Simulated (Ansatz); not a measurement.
Results of revPBE (Ansatz, a first-principles code, plane waves, PAW) for CsCl-type RuAl.

Settings: plane-wave cutoff 520 eV, 18×18×18 k mesh, Fermi–Dirac smearing 0.05 eV, no spin polarisation, scalar-relativistic PAW data made under PBE.

Cell (relaxed at this level):

AlRu is modelled in the cubic space group Pm-3m (No. 221), the CsCl type structure, Pearson symbol cP2. Cell: a = b = c = 3.0167 Å, α = β = γ = 90.00°. Al on 1b is coordinated by 8 Ru at 2.613 Å and 6 Al at 3.017 Å. Ru on 1a is coordinated by 8 Al at 2.613 Å and 6 Ru at 3.017 Å. (Neighbours: up to the widest gap in distance over summed covalent radii, below 1.35, at either atom.)

Task: Estimate the bulk modulus B0 and pressure derivative B′ of the bulk modulus that the calculation returns.

Result: 
bulk modulus B0: 196 GPa
pressure derivative B′ of the bulk modulus: 4.4

The run finds no gap.

The result took very roughly 30 core-seconds.
